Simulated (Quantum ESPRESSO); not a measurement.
Convergence study of the SCF threshold for V (Im-3m, 1 atom in the cell)

```
CELL_PARAMETERS angstrom
      1.50743     1.50743     1.50743
     -1.50743     1.50743     1.50743
     -1.50743    -1.50743     1.50743
ATOMIC_POSITIONS crystal
  V  0.00000 0.00000 0.00000
```

Computed with PBE, PseudoDojo standard norm-conserving (PBE) pseudopotentials (plane waves; Quantum ESPRESSO 7.5).

Base settings: ecutwfc = 85 Ry; occupations = smearing; smearing = gaussian; degauss = 0.0073499 Ry; potentials = {V: V.upf}; K_POINTS = automatic 15 15 15 0 0 0; conv_thr = 1e-11 Ry.

The mesh stays at the base's, so the ladder's end is converged at best in this setting alone.

Only quantities that move along the ladder and can be compared are tabulated.

The count of work is k-points × plane waves × bands × iterations; it is no time. 

The starting cell has typed, rounded lattice constants, without a prior relaxation at this level. Its lattice was rescaled by up to half a per cent. Spin polarisation is off. In the base run, with a pressure of about -3 GPa the cell is away from its equilibrium volume at this level.

| conv_thr | free energy less the last step's (meV/atom) | count of work / last |
|---|---|---|
| 0.0073 Ry | 0.97 | 0.25 |
| 0.00073 Ry | 0.97 | 0.25 |
| 7.3e-05 Ry | 0.13 | 0.33 |
| 7.3e-06 Ry | 0.00 | 0.50 |
| 7.3e-07 Ry | 0.00 | 0.50 |
| 7.3e-08 Ry | 0.00 | 0.58 |
| 7.3e-09 Ry | 0.00 | 0.58 |
| 1e-11 Ry | 0.00 | 0.83 |
| 7.3e-12 Ry | 0.00 | 0.83 |
| 7.3e-14 Ry | 0.00 | 1.0 |

Coarsest conv_thr that holds the free energy within 0.5 meV/atom of the last step, with all finer ones: 7.3e-05 Ry, at 0.33 of the last step's count of work; the step before is off by 0.97 meV/atom.
